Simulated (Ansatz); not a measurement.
How the lattice constant a of Bi2Se3 (model structure, started from the A-La2O3 type, P-3m1, No. 164, 5 atoms in the cell) moves with the method

No measured value is used here.

```tsv
level (code)	value (Å)
PBE (Ansatz)	4.187
PBEsol (Ansatz)	4.118
PBE-D3(BJ) (Ansatz)	4.129
```

Density-functional levels without +SOC have no spin–orbit coupling. Ansatz's density-functional and Hartree–Fock values are scalar-relativistic unless marked +SOC, with PAW data made under PBE.

A model structure was made by putting elements into a prototype or built by hand; it is no filed structure, need not be a known phase, and can be a saddle point held by its symmetry.

Ansatz is a quantum-chemistry and plane-wave program.
